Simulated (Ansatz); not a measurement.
Here is the system:

End structure of a constructed model of the (111) surface of fcc Ag, a layer of Ti in place of the third plane (bottom of the slab: a bare face, its two planes held):

```xyz
6
Lattice="2.9334 0.0000 0.0000 -1.4667 2.5404 0.0000 0.0000 0.0000 28.5000" Properties=species:S:1:pos:R:3 pbc="T T T"
Ag     0.0000     1.6936     8.1723
Ag     1.4667     0.8468    10.5674
Ag     0.0000     0.0000    12.9906
Ti     0.0000     1.6936    15.3554
Ag     1.4667     0.8468    17.7071
Ag     0.0000     0.0000    20.1190
```

Model: 6-atom slab, 12.2 Å thick at the start with caps and adatoms (thin: gaps and levels are the slab's own), 15x15x1 mesh, Fermi-Dirac 0.1 eV, dipole correction, 2 atoms held, the rest relaxed; symmetry of the start imposed; no spin, no spin-orbit, no U. In PBE it is, or lies within 0.01 eV a 1x1 cell of, the lowest of the 2 structures of its composition computed so far; subsurface sites and larger cells were not tried.

Question: Predict the work function of the top face from PBE in Ansatz (a first-principles code).

Answer: 4.32 eV
